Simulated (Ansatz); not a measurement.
The reference is Si in the diamond structure (space group Fd-3m, No. 227; a = 5.4699 Å).

Computed with PBE (Ansatz, a first-principles code, PAW, no spin-orbit coupling), earlier PAW set.

Before the change:

| Quantity | Value |
|---|---|
| Hole mass | 0.16, 0.27, 0.27 mₑ (at Γ) |
| Valley order | a point along ⟨100⟩, about 1.0 Å⁻¹ from Γ 0.61 eV; L along ⟨111⟩ 1.46 eV |
| Lattice parameter a | 5.470 Å |

Modification: a hydrostatic pressure of 9 GPa.

Question: How does this affect the hole mass, valley order and lattice parameter a?

Answer: The hole mass (degenerate bands, along [100]) becomes 0.19, 0.25, 0.25 mₑ (at Γ) (base: 0.16, 0.27, 0.27 mₑ (at Γ)); the valley order (the lowest conduction-band minima on the path, energy above the VBM, named in the base's zone) becomes a point along ⟨100⟩, about 1.0 Å⁻¹ from Γ 0.45 eV; L along ⟨111⟩ 1.76 eV (base: a point along ⟨100⟩, about 1.0 Å⁻¹ from Γ 0.61 eV; L along ⟨111⟩ 1.46 eV); the lattice parameter a decreases by 0.152 Å (5.470 Å → 5.318 Å).

The levels and masses belong to the bands next to the band gap. Load acts through the strain it causes; cell and atoms are relaxed under it. Masses are band curvatures over ±0.01 Å⁻¹ around the edge. Whether these cells are dynamically stable was not tested. Tetrahedral semiconductors of this kind turn to denser phases somewhere between about 1 and 50 GPa; those were not computed, so compressed cells here can lie past the real transition.
